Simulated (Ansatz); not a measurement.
The reference is InHO$_{2}$ (space group Pnnm, No. 58; a = 4.5213 Å, b = 5.2824 Å, c = 3.2873 Å; a cell from a computed database, its experimental status unchecked). Axes: x, y, z lie along a, b, c of the conventional cell.

One thing is altered: biaxial strain +1.89 %, plane normal [001], relaxed out of plane (Cartesian); in-plane vectors clamped, the third vector and the atoms free.

Levels (all Ansatz, a first-principles code, PAW): PBEsol (420 eV, no SOC); r2SCAN (500 eV, no SOC); HSE06 (420 eV, scalar-relativistic without spin-orbit coupling).

At the geometry relaxed with PBEsol, these levels gave the following band gaps, in shuffled order: (a) 2.45 eV, (b) 3.43 eV, (c) 1.78 eV.

Question: Match each gap to its level.

Answer: (a) r2SCAN; (b) HSE06; (c) PBEsol.

Single points use the geometry relaxed with PBEsol. Whether these cells are dynamically stable was not tested.
